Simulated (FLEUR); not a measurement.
A self-consistent single point of Rh (Fm-3m, 1 atom in the cell) with FLEUR.

Method: PBE, all-electron FLAPW (FLEUR), scalar-relativistic valence in FLEUR.

The change in words: lattice scaled by 0.98. Reference geometry:
```
CELL_PARAMETERS angstrom
      0.00000     1.90000     1.90000
      1.90000     0.00000     1.90000
      1.90000     1.90000     0.00000
ATOMIC_POSITIONS crystal
  Rh 0.00000 0.00000 0.00000
```

Reference input (self-consistent single point, DFT, PBE, all-electron FLAPW (FLEUR), scalar-relativistic valence): Kmax = 4.3 1/bohr; GmaxXC = 17.2 1/bohr; xcFunctional = pbe; jspins = 1; l_soc = F; mode = gauss; fermiSmearingEnergy = 0.00734986 Htr; mesh (inpgen div1-3) = 15 15 15; inpgen gamma flag = false; Gmax = 17.2 1/bohr; numbands = 0; maxIterBroyd = 40. This run's input differs from it in these lines:

```diff
@@ -3,5 +3,5 @@
 &input film=f /
--0.0000000000 3.5904796368 3.5904796368
-3.5904796368 -0.0000000000 3.5904796368
-3.5904796368 3.5904796368 -0.0000000000
+0.0000000000 3.5186700441 3.5186700441
+3.5186700441 0.0000000000 3.5186700441
+3.5186700441 3.5186700441 -0.0000000000
 1.0
@@ -42,5 +42,5 @@
          <bravaisMatrix>
-            <row-1>    0.0000000000000000     3.5904796368000000     3.5904796368000000</row-1>
-            <row-2>    3.5904796368000000     0.0000000000000000     3.5904796368000000</row-2>
-            <row-3>    3.5904796368000000     3.5904796368000000     0.0000000000000000</row-3>
+            <row-1>    0.0000000000000000     3.5186700440999998     3.5186700440999998</row-1>
+            <row-2>    3.5186700440999998     0.0000000000000000     3.5186700440999998</row-2>
+            <row-3>    3.5186700440999998     3.5186700440999998     0.0000000000000000</row-3>
          </bravaisMatrix>
```

The program printed (abridged):

```
 Iteration:     1   Distance:      18.76424435 me/bohr^3
 Iteration:     2   Distance:      16.60158882 me/bohr^3
 Iteration:     3   Distance:       5.89410339 me/bohr^3
 Iteration:     4   Distance:       4.25713968 me/bohr^3
 Iteration:     5   Distance:       2.83245934 me/bohr^3
   [... 4 lines left out ...]
 Iteration:    10   Distance:       0.00137070 me/bohr^3
 Iteration:    11   Distance:       0.00025147 me/bohr^3
 Iteration:    12   Distance:       0.00005238 me/bohr^3
 Iteration:    13   Distance:       0.00000266 me/bohr^3
 Run finished successfully
 Stop message:
   Structural relaxation: Done

[file out, last iteration]
             iter=     14
[...]
          total density-effective poten   -7.8337658885E+03
          total charge density-energy d   -1.3901428362E+02
 Updated energy parameters for spin:           1
[...]
 fermi energy and band-weighting factors:

[...]
FERMIE:
          first approx. to ef    (T=0)  :   0.605039 htr   (energy of the highest occ. eigenvalue)
          number of occ. states  (T=0)  :        912
          first approx. to seigv (T=0)  :  -2.403018 htr
          sum of weights of occ. states :   7.503704
          sum of semicore charge        :   0.000000 e
          fermi energy=   0.60458 har   work function= -16.45150 ev
          number of valence electrons=  15.00000
     band-weighting factor for spin=    1
   [... lines left out ...]
          total moment                 =     0.00000
 Direct bandgap for spin            1 :    8.1784600698636689E-003  Htr
   [... lines left out ...]
 ---->    (input%tkb*entropy) TS=              0.0000000000 htr
 ---->    free energy=                     -4785.2664049824 htr
      extrapolation for T->0
 ---->    total electron energy=           -4785.2664049824 htr
 ***** TOTAL FORCES ON ATOMS *****
 TOTAL FORCE FOR ATOM TYPE=  1  X=  0.000   Y=  0.000   Z=  0.000
                       FX_TOT= 0.000000 FY_TOT= 0.000000 FZ_TOT= 0.000000
 Structural relaxation: Done
```

The run converged in 13 iterations. FLEUR gives forces in its relaxation mode, with a further iteration, so its stop message speaks of a relaxation. Against the reference run the total energy rises by 83.5 meV/atom.

The starting cell has typed, rounded lattice constants, without a prior relaxation at this level. For this run, on top of that: lattice scaled by 0.98. Spin polarisation is off. Values depend on the basis (sphere radii, cutoffs, local orbitals), which need not be converged. The log's line on a gap gives a spacing of levels on this mesh, which the program prints for metals too.

Cost on one core of a shared machine: roughly 40 s.
